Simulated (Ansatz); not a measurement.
Take Si in the diamond structure (space group Fd-3m, No. 227; a = 5.444 Å) as the base.

One thing is altered: hydrostatic tension (pressure −1 GPa).

Levels (all Ansatz, a program for electronic structure, PAW, earlier PAW set): r2SCAN (500 eV, spin-orbit coupling left out); HSE06 (420 eV, spin-orbit coupling left out).

The geometry is relaxed with r2SCAN.

| Property | Value |
|---|---|
| r2SCAN lowest conduction level above the VBM at special points | X 0.94 eV; K 1.45 eV; U 1.45 eV; Γ 2.73 eV |

With HSE06 at the same geometry, the lowest conduction level above the VBM at special points becomes X 1.31 eV; K 1.83 eV; U 1.83 eV; Γ 3.30 eV (r2SCAN: X 0.94 eV; K 1.45 eV; U 1.45 eV; Γ 2.73 eV).

Single points use the geometry relaxed with r2SCAN. Their cutoffs differ, which shifts pressures a little. HSE06 gaps are upper bounds (no full band path). The levels and masses belong to the bands next to the band gap. Load acts through the strain it causes; cell and atoms are relaxed under it. Whether these cells are dynamically stable was not tested.
